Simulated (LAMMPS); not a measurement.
MD of W (bcc) at zero pressure, 2000 atoms, as a crystal; each row is its own run.

All values are model results, not measurements: classical MD, pair style eam/alloy, file W_zhou.eam.alloy; code LAMMPS.

```
T (K)  volume (Å³/atom)
-----  ----------------
200              15.887
300              15.906
1660             16.205
2220             16.364
2770             16.534
3330             16.723
4430             17.140
```

Problem. Fit a straight line, y = a + b x, to these rows (x is the first column, y the second) and predict the run at x = 3880.

Solution. Least squares gives a = 15.781 and b = 0.0002879. At x = 3880 the fit predicts 16.898 Å³/atom. The run itself gave 16.927 ± 0.002 Å³/atom, so the fit is 0.17 % low.

Caution (rows 2220; 2770; 3330; 3880; 4430): a run this short can hold a crystal over, or a liquid under, the potential's own melting point, which these runs don't give.

Caution (rows 3880; 4430): this crystal lies over the measured melting point of 3695 K, so it is superheated or the potential melts high.
